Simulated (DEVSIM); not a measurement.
CdS/CdTe n-p heterojunction

Device: CdS/CdTe n-p heterojunction, at 450 K.

```
layer (left to right)  material  thickness (μm)  Nd (cm⁻³)  Na (cm⁻³)  τn (s)  τp (s)
---------------------  --------  --------------  ---------  ---------  ------  ------
1                           CdS          0.0530     1.4e17          -    2e-9    2e-9
2                          CdTe            3.10          -     2.2e15    2e-9    2e-9
```

Left contact: ohmic. Right contact: ohmic. Voltage is applied to the left contact. Recombination: SRH at mid-gap. Mobility is constant in doping.

The device is made up for the run: typed textbook-type constants, with dimensions and the other settings drawn at random. Values at 300 K; Nc and Nv go as T^1.5, mobilities as T to minus their exponent, the gap by Varshni's rule with the affinity fixed.

```tsv
parameter	CdS	CdTe
gap (eV)	2.4	1.5
affinity (eV)	4.3	4.28
permittivity	9	10.2
Nc (cm⁻³)	2.2e18	8e17
Nv (cm⁻³)	1.8e19	1.8e19
μn (cm²/Vs)	300	1000
μp (cm²/Vs)	25	80
T exponent of μn	1.5	1.7
T exponent of μp	1.5	1.5
Varshni α (eV/K)	0.00039	0.00031
Varshni β (K)	103	108
```

DEVSIM, 1D drift-diffusion, Boltzmann statistics, complete ionisation; no tunnelling, impact ionisation, image-force lowering or self-heating. Band offsets follow the typed affinities; no thermionic-emission limit at abrupt steps, no polarisation charge.

The potential step across the device at zero bias comes out as 0.933 V, the largest field in the device at zero bias comes out as 32000 V/cm and the dark forward voltage at 1 A/cm² is 0.687 V. The dark forward voltage at 100 A/cm² comes out as 1.076 V.

Small-signal capacitance in reverse bias (quasi-static):

```tsv
V (V)	C (nF/cm²)
0.04	12.7
0.1	12.3
0.2	11.7
0.3	11.1
0.4	10.6
0.6	9.85
0.8	9.20
1	8.66
1.3	8.00
1.6	7.45
2	6.86
```

Dark forward current:

(V (V), J (A/cm²)): (-0.05, -1.5e-5); (-0.15, -1.0e-4); (-0.25, -0.00044); (-0.35, -0.0020); (-0.40, -0.0043); (-0.50, -0.024); (-0.60, -0.17); (-0.70, -1.3); (-0.80, -6.9); (-0.90, -23); (-0.95, -37); (-1.05, -83); (-1.15, -160); (-1.25, -290); (-1.35, -480); (-1.45, -740); (-1.50, -890); (-1.60, -1200); (-1.70, -1600); (-1.80, -2100)
